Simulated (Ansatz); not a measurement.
Symmetric slabs, relaxed from ideal cuts in 1x1 cells, of elemental solids: surface energy (J/m²) by functional, in Ansatz (plane waves, PAW). All structures are PBE's; the other columns are single points with references at the same level. No spin-orbit coupling, Hubbard U or dispersion. The rows are a random draw from the class, without slabs that broke up, higher cuts of a face and adsorbates that left their site.

```csv
system,PBE (J/m²),r2SCAN (J/m²)
"hcp Ti (10-13), ideal cut with outer spacing 0.22 Å",2.01,2.20
"hcp Zr (31-41), ideal cut with outer spacing 0.13 Å",1.69,1.81
"fcc Ir (322), ideal cut with outer spacing 0.47 Å",2.58,2.84
"hcp Os (31-40), ideal cut with outer spacing 0.22 Å",3.92,4.21
"bcc V (332), ideal cut with outer spacing 0.64 Å",2.66,2.86
"fcc Rh (321), ideal cut with outer spacing 0.51 Å",2.45,?
"beta tin (310), ideal cut with outer spacing 0.94 Å",0.37,0.47
"hcp Tl (10-13), ideal cut with outer spacing 0.27 Å",0.30,0.36
```

Fit a straight line y = a·x + b by least squares to the 7 complete rows (x: PBE (J/m²); y: r2SCAN (J/m²)).

the means are x̄ = 1.9329 and ȳ = 2.1071; Σ(x − x̄)² = 10.070 and Σ(x − x̄)(y − ȳ) = 10.691, so a = 1.062 and b = ȳ − a·x̄ = 0.055. The largest residual is 0.046.

What does the line predict for the withheld row, fcc Rh (321), ideal cut with outer spacing 0.51 Å, and what did the calculation give?

the line gives 2.66; the calculation gave 2.68, a miss of 0.02, of the size of the fitted rows' scatter and rounding.

Ansatz is a program for electronic structure.
